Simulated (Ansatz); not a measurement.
Start from HfB2 (space group P6/mmm, No. 191; a = 3.1278 Å, c = 3.4461 Å; relaxed with 0.1 eV smearing). Axes: x lies along a and z along c of the hexagonal cell.

Level of theory: Ansatz (an electronic-structure program), PBEsol, PAW, cutoff 420 eV, scalar-relativistic without spin-orbit coupling.

Now apply this change: the cell is compressed by 1.50 % along x with no lateral relaxation, atoms relaxed at fixed cell.

### Question
Predict the stress tensor and what it implies for the stiffness.

### Answer
Stress of the strained cell less that of the base (GPa, compression positive):
```
    9.8     0.0     0.0
    0.0     1.0     0.0
    0.0     0.0     2.0
```

Then −Δσ_ii/ε with ε = -0.0150 gives secant stiffness values (nonlinear terms included at this strain): C11 ≈ 653 GPa, C12 ≈ 68 GPa and C13 ≈ 136 GPa.

As a check, the harmonic strain energy −½ V₀ Δσ:ε is 4.5 meV/atom; the computed energy rise is 4.4 meV/atom.

Whether these cells are dynamically stable was not tested. All final runs are without spin polarisation.
